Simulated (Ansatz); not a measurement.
Defect: interstitial Li in hexagonal La2O3, charge state +1. Level of theory: PBE, PAW (plane waves to 420 eV; Ansatz, a first-principles code).

Cell of 90 host sites held at the relaxed PBE lattice; the Γ point alone; Fermi-Dirac width 0.01 eV, spin-restricted; finite-size errors left in. Static, classical nuclei. Spin-orbit coupling is left out. The charge state is imposed; whether it is stable for some Fermi level was not computed. Sites that were not tried may lie lower.

Barriers: single points on a 2×2×2 k-point mesh shifted by half a step along c at the bands' geometries.

A. a concerted move, in which Li travels most; the atom moves 3.41 Å along (0.32, -0.34, 0.41) of the unit cell; the moving atom starts with neighbours La at 2.85, 2 La at 2.87, 2 La at 2.89, La at 2.90; O at 2.31, 2 O at 2.32, 2 O at 2.36, O at 2.38 Å and ends with O at 1.80, 3 O at 2.00 Å; saddle order not checked, on a symmetry element.
B. Li moves alone to another site; the atom moves 2.49 Å along (0.33, -0.33, 0.17) of the unit cell; the moving atom starts with neighbours O at 1.80, 3 O at 2.00 Å and ends with O at 1.80, 3 O at 2.00 Å; the start lies 0.57 eV above the lowest site run; saddle order not checked, on a symmetry element.

A band can be held on a symmetry element, so unchecked saddle points there may be too high.

Question: Order them by forward barrier (lowest first) at the level PBE, PAW.

Answer: B (0.63 eV), A (1.21 eV)
